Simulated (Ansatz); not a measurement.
For ZnO (P4₂/mnm, No. 136, 8 atoms in the cell; start mp-1093993; a measured phase of this formula has another space group), LDA in Ansatz (plane waves, PAW) gives:

```
Property                   Result
-------------------  ------------
lattice constant a        5.438 Å
lattice parameter c       3.205 Å
bulk modulus              142 GPa
cohesive energy      4.49 eV/atom
band gap                  0.78 eV
```

Q: What does r²SCAN (Ansatz, a program for electronic structure, plane waves, PAW) give for the same quantities?

A: 
- lattice constant a: 5.512 Å (increases by 1.4 %)
- lattice parameter c: 3.250 Å (rises by 1.4 %)
- bulk modulus: 133 GPa (decreases by 6.3 %)
- cohesive energy: 3.76 eV/atom (shrinks by 0.73 eV/atom)
- band gap: 1.21 eV (goes up by 0.43 eV)

Changes are worked out from the printed values.

Unless a cell is named, each level is at its own relaxed cell (LDA 11.85, r²SCAN 12.34 Å³/atom).

Density-functional gaps are differences of (generalised) Kohn–Sham levels.

Caveats: the bulk modulus is −V dP/dV from two relaxed cells at ±2 % in volume (LDA, r²SCAN); the relaxation could not lower the start's symmetry, so the cell can be a saddle point above a distorted one (LDA, r²SCAN). Ansatz's density-functional and Hartree–Fock values are scalar-relativistic unless marked +SOC, with PAW data made under PBE.

A start named mp-… is a Materials Project structure, which need not be a measured phase.
